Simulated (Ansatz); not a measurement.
Ansatz (a program for electronic structure) run on Lu3GaC (Pm-3m, 5 atoms in the cell): relaxation of cell and atoms.

Level of theory: LDA (PW92), default PAW files made with PBE (plane waves; Ansatz).

The change in words: atoms on their sites; basis.ecutwfc: 420 eV → 295 eV; relax: default → cell and atoms. Reference geometry:
```
Lu3GaC
1.0
    4.69981     0.00000     0.00000
    0.00000     4.69981     0.00000
    0.00000     0.00000     4.69981
Lu Ga C
3 1 1
Direct
  0.51064   0.00000   0.00000
  0.00000   0.50000   0.00000
  0.00000   0.00000   0.50000
  0.50000   0.50000   0.50000
  0.00000   0.00000   0.00000
```

Reference input (self-consistent single point, DFT, LDA (PW92), plane waves, default PAW files made with PBE): basis.ecutwfc = 420 eV; kpoints.mp_grid.grid = 5 5 5; hamiltonian.xc = lda; hamiltonian.pseudopotentials = {kind: paw} (the program's default PAW files); scf.occupations.method = fermi_dirac; scf.occupations.width = 0.1 eV. This run's input differs from it in these lines:

Ansatz 0.2 input:
```diff
@@ -7,3 +7,3 @@
   atoms:
-    - { symbol: Lu, position: [0.510639, 0.000000, 0.000000] }
+    - { symbol: Lu, position: [0.500000, 0.000000, 0.000000] }
     - { symbol: Lu, position: [0.000000, 0.500000, 0.000000] }
@@ -13,3 +13,3 @@
 basis:
-  ecutwfc: 420.0 eV
+  ecutwfc: 295.0 eV
 kpoints:
@@ -21,2 +21,4 @@
   occupations: { method: fermi_dirac, width: 0.1 eV }
+relax:
+  cell: {}
 output:
```

Output, abridged:

```
   [... SCF lines of the steps left out ...]
relax step   1: F+E_penalty+E_count = -47431.04808974 eV  Δ(F+E_penalty+E_count) = +0.000e0 eV  max|allowed force component| = 2.362e-28 eV/Å  Δτ_max = 0.0000 Å  P = -5.807 GPa  Ω = 103.810 Å³  (9 SCF iters, dr2 threshold 1.00e-7 eV, accepted)
relax step   2: F+E_penalty+E_count = -47431.41015363 eV  Δ(F+E_penalty+E_count) = -3.621e-1 eV  max|allowed force component| = 7.753e-30 eV/Å  Δτ_max = 0.0000 Å  P = +10.739 GPa  Ω = 92.298 Å³  energy of the carried Pulay correction = +5.232e-1 eV  [...]
   [... lines left out ...]
relax step  11: F+E_penalty+E_count = -47431.18334634 eV  Δ(F+E_penalty+E_count) = -6.558e-3 eV  max|allowed force component| = 1.325e-29 eV/Å  Δτ_max = 0.0000 Å  P = +0.001 GPa  Ω = 97.264 Å³  energy of the carried Pulay correction = +6.476e-3 eV  [...]
relax step  12: F+E_penalty+E_count = -47431.17863824 eV  Δ(F+E_penalty+E_count) = +4.708e-3 eV  max|allowed force component| = 1.367e-29 eV/Å  Δτ_max = 0.0000 Å  P = -0.039 GPa  Ω = 97.264 Å³  stress off target by 3.92e-2 GPa  SCF on the basis [...]
basis re-selected at this cell: Δ(F+E_penalty+E_count) = +4.708e-3 eV, ΔP = -0.040 GPa vs the last step
the relaxation is at rest under the 48 symmetry operations that the run kept from its start: a minimum is not shown …
Free energy (F): -47431.178638 eV
Internal energy: -47431.129567 eV  (E = F + TS)
E sigma→0 (E₀):  -47431.154102 eV
Entropy (-TS):   -0.049072 eV (-9.814 meV/atom)
Fermi energy:    14.174508 eV
--- Forces (eV/Å), atoms counted from 1 ---
  atom   1  Lu    -0.00000000    -0.00000000    -0.00000000
   [... zero for the other atoms too ...]
   [... lines left out ...]
  cell:  # Å, volume = 97.2638 Å³
   [... lines left out ...]
  atoms:
    - { symbol: Lu, position: [0.5, 1.0246310792609441e-45, -1.8200458569843815e-46] }
    - { symbol: Lu, position: [1.690384695368389e-45, 0.5, -5.267484690649699e-46] }
    - { symbol: Lu, position: [-2.3279834080197226e-45, -1.1847216671013364e-45, 0.5] }
    - { symbol: Ga, position: [0.5, 0.5, 0.5] }
    - { symbol: C, position: [8.043781940859575e-45, 1.7875674893452814e-45, 2.608907464251646e-47] }
```

The run converged. 

Summary of the result:
- Free energy E − TS (on the zero of these files): -47431.1786 eV
- Fermi level (on the code's own zero): 14.17 eV
- Pressure: -0.04 GPa
- Final cell: a = b = c = 4.599 Å, α = β = γ = 90.00°
- Final volume per atom: 19.45 Å³
- Relaxation steps: 12

The starting cell comes from a database of computed structures (which also holds hypothetical and non-ambient phases and stackings), without a prior relaxation at this level. Its lattice was rescaled by up to half a per cent. The relaxation keeps the symmetry of its start, so its end need not be a minimum. Ansatz's pressure includes its estimate of the finite-basis (Pulay) stress. Without the estimate this run gives -7.37 GPa. The cutoff lies below the one recommended for these files.

Cost on one core of a shared machine: roughly 50 s.
